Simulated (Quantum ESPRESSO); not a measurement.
## Habitual settings against a tight run: Zr₂Zn (I4/mmm, 3 atoms in the cell)

Self-consistent single point.

```yaml
crystal:
  lattice:
    - [-1.66699, 1.66699, 5.75027]
    - [1.66699, -1.66699, 5.75027]
    - [1.66699, 1.66699, -5.75027]
  atoms:
    - { symbol: Zr, position: [0.65614, 0.65614, 0.00000] }
    - { symbol: Zr, position: [0.34386, 0.34386, 0.00000] }
    - { symbol: Zn, position: [0.00000, 0.00000, 0.00000] }
```

Computed with PBEsol, SSSP 1.1.2 efficiency (PBE) pseudopotentials (plane waves; Quantum ESPRESSO).

Base settings: ecutwfc = 50 Ry; ecutrho = 400 Ry; occupations = smearing; smearing = mp; degauss = 0.019992 Ry; input_dft = pbesol; potentials = {Zr: Zr_pbe_v1.uspp.F.UPF, Zn: Zn_pbe_v1.uspp.F.UPF}; K_POINTS = automatic 11 11 11 0 0 0; conv_thr = 1e-10 Ry; mixing_beta = 0.5.

Tight run (finer mesh or higher cutoff; not a proven limit): ecutwfc: 50 Ry → 70 Ry; ecutrho: 400 Ry → 560 Ry; conv_thr: 1e-10 Ry → 7.3e-11 Ry; K_POINTS: automatic 11 11 11 0 0 0 → automatic 15 15 15 0 0 0. It gave Fermi level (on the code's own zero) 13.17 eV; pressure -7.45 GPa; largest force (vector length) 0.093 eV/Å.

Quick runs, as changes from the base:
- A: the base itself
- B: ecutwfc: 50 Ry → 25 Ry; ecutrho: 400 Ry → 200 Ry; smearing: mp → gauss; degauss: 0.019992 Ry → 0.036749 Ry; K_POINTS: automatic 11 11 11 0 0 0 → automatic 8 8 8 0 0 0
- C: ecutwfc: 50 Ry → 25 Ry; ecutrho: 400 Ry → 200 Ry; input_dft: pbesol → default; pseudopotentials: {Zr: Zr_pbe_v1.uspp.F.UPF, Zn: Zn_pbe_v1.uspp.F.UPF} → {Zr: zr_lda_v1.uspp.F.UPF, Zn: zn_lda_v1.uspp.F.UPF}; K_POINTS: automatic 11 11 11 0 0 0 → automatic 4 4 4 0 0 0 [LDA (PZ)]
- D: ecutwfc: 50 Ry → 35 Ry; ecutrho: 400 Ry → 280 Ry; smearing: mp → fd; K_POINTS: automatic 11 11 11 0 0 0 → automatic 8 8 8 0 0 0
- E: ecutwfc: 50 Ry → 30 Ry; ecutrho: 400 Ry → 240 Ry; input_dft: pbesol → default; conv_thr: 1e-10 Ry → 7.3e-06 Ry; pseudopotentials: {Zr: Zr_pbe_v1.uspp.F.UPF, Zn: Zn_pbe_v1.uspp.F.UPF} → {Zr: zr_lda_v1.uspp.F.UPF, Zn: zn_lda_v1.uspp.F.UPF}; K_POINTS: automatic 11 11 11 0 0 0 → automatic 3 3 3 0 0 0 [LDA (PZ)]
- F: ecutwfc: 50 Ry → 40 Ry; ecutrho: 400 Ry → 320 Ry; smearing: mp → fd; degauss: 0.019992 Ry → 0.0099958 Ry; K_POINTS: automatic 11 11 11 0 0 0 → automatic 6 6 6 1 1 1

Energies are extrapolated to zero smearing width, which holds to low order in the width alone (under cold and Methfessel-Paxton smearing the free energy itself is taken).

Dashes: energy of C, E, another energy zero; pressure of E, not trusted under this conv_thr with d or f elements; time of E, under 30 s.

† marks runs with another functional, U, potentials or spin treatment: their distance from the tight run is not a convergence error alone.

The count of work is k-points × plane waves × bands × iterations; it is no time. Core times come from one kind of shared machine and are given to one figure; runs under 30 s give none.

The starting cell comes from a database of computed structures (which also holds hypothetical and non-ambient phases and stackings), without a prior relaxation at this level. Its lattice was rescaled by a random factor within 2.5 % of one. In the base run, with a pressure of about -8 GPa the cell is away from its equilibrium volume at this level.

```csv
run,energy less tight (meV/atom),pressure less tight (GPa),largest miss in a force vector (eV/Å),count of work / tight,core time / tight (rough)
A,5.5,-0.06,0.000,0.28,0.2
B,1823.7,-81.43,0.027,0.044,0.08
C†,–,-86.82,0.199,0.0097,0.02
D,27.5,-1.22,0.106,0.073,0.1
E†,–,–,0.454,0.0032,–
F,6.2,0.10,0.022,0.045,0.07
```

Among the runs at the tight run's level, the energy misses run from 5.5 to 1823.7 meV/atom.
